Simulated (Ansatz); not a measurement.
Amorphous Hf18O37K2, 57 atoms at 8.44 g/cm³, one PBE-relaxed geometry, zone centre. Methods: PBE, scalar-relativistic without spin-orbit coupling (Ansatz, a program for electronic structure); r2SCAN, scalar-relativistic without spin-orbit coupling (Ansatz); HSE06, scalar-relativistic without spin-orbit coupling (Ansatz). Plane waves to 420 eV (r2SCAN 500 eV); exact exchange is cut at the cell's faces. At PBE the levels at the filled edge of the gap are localised (band-tail or defect states), and the nearest spread-out levels lie 4.1 eV apart at the zone centre. All rungs ran without spin polarisation.

The cell was made by melting and quenching with the CHGNet potential and then relaxed with DFT. O atoms were pushed apart under 1.9 Å during the dynamics, to hinder bonds among them. The hot cell started wider than the set density and was brought back towards it in steps. It is the lowest in DFT energy of 2 quenches. It is a model cell: composition and starting density were chosen by hand, and all elements were melted together. No dispersion term was used. Its density started from a set value of 8.44 and ended at 8.44 g/cm³. The quench (nominally 300 K/ps over its main leg) was far faster than any real one, so the model tends to hold more defects than a real film. Values belong to this one cell and scatter from quench to quench. The volume was held where the preparation left it and the shape relaxed, at a PBE pressure of 4.1 GPa. Stress components on the final sampling reach 4.1 GPa.

The relaxation ran on the zone centre alone. At PBE the level gap is 3.78 eV on a 2×2×2 Γ-centred mesh, and the spacing at the zone centre alone 3.80 eV.

Question: What zone-centre spacing does r2SCAN give, roughly?

Answer: 4.26 eV (+0.47 eV against PBE).

Question: What zone-centre spacing does HSE06 give, roughly?

Answer: 5.33 eV (+1.54 eV against PBE).

The highest filled and the lowest empty state spread over these numbers of atoms (participation numbers): PBE: 4.4 and 18.1; r2SCAN: 4.2 and 16.4; HSE06: 4.2 and 19.0.
